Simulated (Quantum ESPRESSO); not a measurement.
**Equation of state of Cu3Au-type Pt3Ti (space group 221): energy against volume (Quantum ESPRESSO, PBE)**

```
CELL_PARAMETERS angstrom
      3.85030     0.00000     0.00000
      0.00000     3.85030     0.00000
      0.00000     0.00000     3.85030
ATOMIC_POSITIONS crystal
  Ti 0.00000 0.00000 0.00000
  Pt 0.00000 0.50000 0.50000
  Pt 0.50000 0.00000 0.50000
  Pt 0.50000 0.50000 0.00000
```

Computed with PBE, GBRV 1.5 ultrasoft (PBE) pseudopotentials (plane waves; Quantum ESPRESSO). Settings: ecutwfc = 65 Ry; ecutrho = 520 Ry; occupations = smearing; smearing = fermi-dirac; degauss = 0.0036749 Ry; potentials = {Ti: ti_pbe_v1.4.uspp.F.UPF, Pt: pt_pbe_v1.4.uspp.F.UPF}; K_POINTS = automatic 15 15 15 0 0 0; conv_thr = 1e-10 Ry; mixing_beta = 0.4. The cell above is the first row's. The rows scale it uniformly. In all rows fractional positions and the k mesh are held. E is the free energy at the stated smearing, counted from the lowest row.

| V (Å^3/atom) | E (meV/atom) |
|---|---|
| 14.270 | 65.01 |
| 14.580 | 31.27 |
| 14.890 | 10.14 |
| 15.201 | 0.14 |
| 15.511 | 0.00 |
| 15.821 | 8.59 |
| 16.131 | 24.89 |
| 16.441 | 48.00 |
| 16.752 | ? |

Fit E of the 8 rows that show it with the third-order Birch-Murnaghan form, a cubic in V^(-2/3). With u = V^(-2/3) - 0.162, the rows have u = 0.007975, 0.005557, 0.003223, 0.000962, -0.001217, -0.003324, -0.005364, -0.007339. Least squares gives E = -1.069 + 300.54·u + 975551·u² + 3217770·u³. Residuals (row less fit): 0.004, -0.009, -0.001, 0.014, -0.004, -0.003, -0.001, 0.003; standard error 0.009 (degrees of freedom: 4). Its minimum lies at u = -0.000154, so V0 = (0.161846)^(-3/2) = 15.36. There d²E/du² = 1948000 and d³E/du³ = 1.931e7, so B0 = (4/9) × 15.36^(-7/3) × 1948000 × 0.160218 = 237 GPa (the last factor turns the table's units into GPa), and B0' = 4 + (2/3) × 0.161846 × (1.931e7)/1948000 = 5.1. The program's pressures in the fitted runs (not shown) pass through zero at V = 15.34, 0.14 % from this V0.

Estimate the missing E (V = 16.752); what did the run itself give?

u = -0.009259, so E = -1.069 + 300.54 × (-0.009259) + 975551 × (-0.009259)² + 3217770 × (-0.009259)³ = 77.227 meV/atom. The calculation gives 77.11 meV/atom, 0.117 meV/atom below the prediction (0.2 % of the range of E in the table). The row lies outside the fitted rows, so this is an extrapolation. From the scatter of the fitted rows alone, a prediction at this place has a standard error of 0.022 meV/atom, so the miss is 5.3 times that.

Carrying the step between the two nearest rows on in a straight line would have given 71.18, off by 5.93; series whose last step already gives the withheld value aren't shown. The scan was laid around a cell of about the measured size, scaled by a guess for this functional. The runs keep the symmetry of the cell, so they don't test it for distortions. Spin polarisation is off. Spin-orbit coupling is off. Cutoffs and mesh are single choices, not tested for convergence of this quantity. Series with a scatter that would blur these digits, or in which a gap closes, are not shown. Nor are scans whose minimum lies at an end fitted in this form.

Terms beyond the fitted order, or numerical noise in single rows, can give a miss of this size; the table doesn't tell which.
